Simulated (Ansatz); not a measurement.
TiC (model structure, started from the FeB type, Fm-3m, No. 225, 8 atoms in the cell) was calculated with LDA (Ansatz, a program for electronic structure, plane waves, PAW).

Numerical settings: plane-wave cutoff 520 eV, 10×18×12 k mesh (along the axes of the cell as run), Fermi–Dirac smearing 0.05 eV, no spin polarisation, scalar-relativistic PAW data made under PBE.

Cell (relaxed at this level):

```
CELL_PARAMETERS angstrom
      6.02566     0.00000     0.00000
      0.00000     3.01300     0.00000
      0.00000     0.00000     4.26064
ATOMIC_POSITIONS crystal
  Ti 0.12500 0.25000 0.25000
  Ti 0.37500 0.75000 0.75000
  Ti 0.87500 0.75000 0.75000
  Ti 0.62500 0.25000 0.25000
  C  0.12500 0.25000 0.74999
  C  0.37500 0.75000 0.24999
  C  0.87500 0.75000 0.25001
  C  0.62500 0.25000 0.75001
```

Q: Give the computed bulk modulus B0.

A: 
- bulk modulus B0: 283 GPa

Note: the bulk modulus is −V dP/dV from two relaxed cells at ±2 % in volume.

Static lattice: no zero-point or thermal effects.

A model structure was made by putting elements into a prototype or built by hand; here it ended with the formula and space group of a phase in our tables.
